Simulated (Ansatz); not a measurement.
An Ansatz (an electronic-structure program) run: HfO2 with a change (uniaxial stress, 2 GPa compression along z); PBEsol (Ansatz, PAW, no SOC), earlier PAW set.

Input:

Ansatz 0.2 input:
```yaml
crystal:
  lattice:
    - [3.5675306395, 0, 0]
    - [0, 3.5675306395, 0]
    - [0, 0, 5.1666941055]
  atoms:
    - { symbol: Hf, position: [0, 0, 0] }
    - { symbol: Hf, position: [0.5, 0.5, 0.5] }
    - { symbol: O, position: [0, 0.5, 0.2000992081] }
    - { symbol: O, position: [0, 0.5, 0.7000992081] }
    - { symbol: O, position: [0.5, 0, 0.2999007919] }
    - { symbol: O, position: [0.5, 0, 0.7999007919] }
basis: { ecutwfc: 420, ecutrho_ratio: 4, xc_grid: 2, fft_grid_basis: typed }
kpoints: { mp_grid: { grid: [9, 9, 7] } }
hamiltonian:
  xc: pbesol
  dispersion: none
  pseudopotentials: { azcp: { folder: ./paw }, kind: paw }
scf: { occupations: { method: fermi_dirac, width: 0.05 } }
relax: { f_tol: 0.005, max_steps: 50, cell: { stress_tol: 0.01, sigma_target: [0, 0, 2, 0, 0, 0] } }
output: { forces: true, stress: true }
checkpoint: { write: state.ck, write_every: 1000 }
```

Output (explanatory and most iteration lines left out):

```
Relaxation: its limit of steps is 50 (relax.max_steps)
Pseudopotential: Hf, paw, valence charge 26
Pseudopotential: O, paw, valence charge 6
Crystal: 6 atoms, lattice volume = 65.758 Å³
Basis set: ecut = 420 eV, 1277 PW (Γ), exchange–correlation on 48×48×72 points (8 copies of the dense FFT grid, shifted against one another)
Bands: 46, of which v1, the nominal top of the filled ones, is band 38 counted from 1 (37 counted from 0)
Symmetry: 16 space group operations
Space group: P42/nmc (ITA 137), of the structure as read, at distance tolerance 4.0e-5 Å
k-points: 60 of 567
Functional: x = pbesol(κ = 0.804, μ = 0.12345679012345678), c = pbesol(β = 0.046)
SCF iter   1: F=—  HF=-33453.181947 eV  |F-HF|=—  |Δ(HF+E_count)|=         —  Δρ=9.27e-2  dr2=4.28e0  ethr=3.10e-3  ⟨swp⟩=6.0  Hψ=8853  notcnv=0
SCF iter   2: F=—  HF=-33452.196839 eV  |F-HF|=—  |Δ(HF+E_count)|=   9.85e-1  Δρ=4.24e-2  dr2=1.00e0  ethr=3.10e-3  ⟨swp⟩=2.4  Hψ=5668  notcnv=0  defer=222
SCF 1 converged in 10 iterations: F = -33451.857461 eV  dr2 = 4.08e-10
relax step   1: F+E_penalty+E_count = -33451.85746080 eV  Δ(F+E_penalty+E_count) = +0.000e0 eV  max|allowed force component| = 1.018e-4 eV/Å  Δτ_max = 0.0000 Å  P = -0.002 GPa  Ω = 65.758 Å³  (10 SCF iters, dr2 threshold 1.00e-7 eV, accepted)
[... steps on the carried basis left out ...]
relax step   9: F+E_penalty+E_count = -33451.85483661 eV  Δ(F+E_penalty+E_count) = +3.234e-5 eV  max|allowed force component| = 8.071e-6 eV/Å  Δτ_max = 0.0000 Å  P = +0.666 GPa  Ω = 65.438 Å³  stress off target by 1.54e-3 GPa  SCF on the basis re-selected at this cell (its energy is not comparable with the rows above)  (7 SCF iters)
SCF converged after 7 iterations
Free energy (F): -33451.854837 eV
Internal energy: -33451.854837 eV  (E = F + TS)
E sigma→0 (E₀):  -33451.854837 eV
Fermi energy:    16.231608 eV
--- Forces (eV/Å), atoms counted from 1 ---
  atom   1  Hf     0.00000000     0.00000000     0.00000000
  atom   2  Hf     0.00000000     0.00000000    -0.00000000
  atom   3  O      0.00000000     0.00000000     0.00000807
  atom   4  O      0.00000000     0.00000000     0.00000807
  atom   5  O      0.00000000     0.00000000    -0.00000807
  atom   6  O      0.00000000     0.00000000    -0.00000807
--- Stress (GPa, compression-positive) ---
       -0.000423       0.000000       0.000000
        0.000000      -0.000423       0.000000
        0.000000       0.000000       1.998464
  P = ⅓ Tr σ = 0.6659 GPa (6.659 kbar)
--- Relaxed structure (7 steps of the walk, 6 accepted, 2 SCFs on fresh bases) ---
  cell:  # Å, volume = 65.4377 Å³
    - [3.570205135946312, -5.3237132446976e-35, 0.0]
    - [-5.3237132446976e-35, 3.570205135946312, 0.0]
    - [0.0, 0.0, 5.1338345658488365]
  atoms:
    - { symbol: Hf, position: [-6.677826929610881e-37, -9.225945100120296e-38, -1.7487038945131276e-21] }
    - { symbol: Hf, position: [0.5, 0.5, 0.5] }
    - { symbol: O, position: [-4.569039478154799e-37, 0.5, 0.20192957602910686] }
    - { symbol: O, position: [1.1774063270629725e-36, 0.5, 0.7019295760291067] }
    - { symbol: O, position: [0.5, 1.31799215716019e-38, 0.2980704239708932] }
    - { symbol: O, position: [0.5, -1.3179921571600563e-38, 0.7980704239708932] }
```

With Hf present, leaving out spin-orbit coupling can change the band edges. Load acts through the strain it causes; cell and atoms are relaxed under it. sigma_target is in GPa, compression positive, in the order xx, yy, zz, yz, xz, xy. Beyond what the load breaks, stability against distortions was not tested. The cell was made from HfO$_{2}$ (space group P4_2/nmc, No. 137) by this change: uniaxial stress, 2 GPa compression along z. This is not the structure that HfO2 has at room temperature and ambient pressure.
